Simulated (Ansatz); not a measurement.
BeS (model structure, started from the NiAs type, P6₃/mmc, No. 194, 4 atoms in the cell) was calculated with PBEsol (plane waves, PAW; Ansatz, a quantum-chemistry and plane-wave program).

Settings: plane-wave cutoff 520 eV, 12×12×8 k mesh (along the axes of the cell as run), Fermi–Dirac smearing 0.01 eV, scalar-relativistic PAW data made under PBE.

The cell is the one relaxed with PBEsol. Conventional cell: a = 3.2712 Å, b = 3.2712 Å, c = 5.2069 Å, α = 90.00°, β = 90.00°, γ = 120.00°.

```xyz
4
Lattice="3.2712 0.0000 0.0000 -1.6356 2.8330 0.0000 0.0000 0.0000 5.2069" Properties=species:S:1:pos:R:3 pbc="T T T"
Be     0.0000     0.0000     0.0000
Be     0.0000     0.0000     2.6034
S      0.0000     1.8886     1.3017
S      1.6356     0.9443     3.9052
```

Question: List the 10 lowest band energies at Γ above −25 eV (eV, relative to the valence band maximum), grouping those that round alike.

Answer: At Γ: -15.48, -13.01, -7.48, -0.84 (×2), -0.80 (×2), 0.00, 3.40, 5.00.

Note: the relaxation could raise the start's symmetry but not lower it, so the cell can be a saddle point.

A model structure was made by putting elements into a prototype or built by hand; it is no filed structure, need not be a known phase, and can be a saddle point held by its symmetry.
